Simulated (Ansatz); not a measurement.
## A computed series for BN: pressure series

The parent structure is BN in the h-BN type structure (space group P6_3/mmc, No. 194; layered, stacked along the Cartesian z axis).

```cif
data_B2N2
_chemical_formula_sum 'B2 N2'
_space_group_name_H-M_alt 'P 1'
_space_group_IT_number 1
_cell_length_a 2.49985
_cell_length_b 2.49985
_cell_length_c 6.41293
_cell_angle_alpha 90.000
_cell_angle_beta 90.000
_cell_angle_gamma 120.000
loop_
_space_group_symop_operation_xyz
  'x, y, z'
loop_
_atom_site_label
_atom_site_type_symbol
_atom_site_fract_x
_atom_site_fract_y
_atom_site_fract_z
_atom_site_occupancy
B1 B 0.33333 0.66667 0.25000 1
B2 B 0.66667 0.33333 0.75000 1
N1 N 0.33333 0.66667 0.75000 1
N2 N 0.66667 0.33333 0.25000 1
```

Cell and atoms are relaxed at each pressure.

The values are results of PBEsol-D3(BJ) (Ansatz, a quantum-chemistry and plane-wave program), no spin-orbit coupling, earlier PAW set, not measurements.

Candidates:
(a) pressure 18 GPa
(b) pressure 9 GPa
(c) pressure 30 GPa

For the base:

The band gap comes out as 4.08 eV.

Task: Order them by band gap, lowest first.

Result: (c) pressure 30 GPa (3.65 eV), (a) pressure 18 GPa (3.79 eV), (b) pressure 9 GPa (3.87 eV)

From pressure 18 GPa on, the axis ratios lie over 15 % from the base's, so the cell there is far from its starting form. Load acts through the strain it causes; cell and atoms are relaxed under it. No phonon test of stability was made. Competing high-pressure phases were not computed.
